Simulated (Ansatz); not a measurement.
The starting structures come from a database of crystals and need not be the phases stable at ambient conditions.

 Where the default PAW files enter, the runs use the earlier of Ansatz's two default sets.

Tunnelling through a barrier is set by its complex band structure: the current falls as exp(−2κd) with the smallest κ.

```
CELL_PARAMETERS angstrom
      3.82301     0.00000     0.00000
      0.00000     7.79010     0.00000
      0.00000     0.00000     3.82301
ATOMIC_POSITIONS crystal
  Ca 0.50000 0.83680 0.00000
  Ca 0.00000 0.16320 0.50000
  H  0.50000 0.00000 0.50000
  H  0.00000 0.00000 0.00000
  Br 0.50000 0.33097 0.00000
  Br 0.00000 0.66903 0.50000
```

Space group of this cell: P4/nmm. The cell was relaxed by PBE-D3(BJ); by r2SCAN its mean pressure is 1.4 GPa.

Transport runs along the normal of the first two printed cell vectors, the (100) plane of the conventional cell.

The gap is the functional's own. No spin-orbit coupling. Mid-gap values are interpolated on the energy grid.

### Question
Estimate the band gap and the smallest decay constant κ at mid-gap that Ansatz (a first-principles code) with r2SCAN returns for this system.

### Answer
Gap 4.42 eV on a 8×4×8 mesh; κ = 0.367 1/Å, at (0.000, 0.500) of the in-plane reciprocal vectors. At the zone centre, at the nearest computed energy, the slowest state has κ = 0.39 1/Å.
